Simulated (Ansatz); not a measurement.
Base system: BN in the zinc blende structure (space group F-43m, No. 216; a = 3.610 Å). Axes: x, y, z lie along the cube axes.

Calculations: Kohn–Sham DFT with the r2SCAN functional, run in Ansatz (a first-principles code) with PAW and 500 eV plane waves, without spin-orbit coupling.

Now apply this change: uniaxial strain ε_yy = −2.55 %, all other strain components held at zero; the atoms relax in the strained cell.

Q: Predict the stress tensor and what it implies for the stiffness.

A: Stress of the strained cell less that of the base (GPa, compression positive):
```
   5.10    0.00    0.00
   0.00   21.61    0.00
   0.00    0.00    5.10
```

Then −Δσ_ii/ε with ε = -0.0255 gives secant stiffness values (nonlinear terms included at this strain): C22 ≈ 847 GPa, C12 ≈ 200 GPa and C23 ≈ 200 GPa.

As a check, the harmonic strain energy −½ V₀ Δσ:ε is 10 meV/atom; the computed energy rise is 10 meV/atom.

Stability against distortions was not tested.
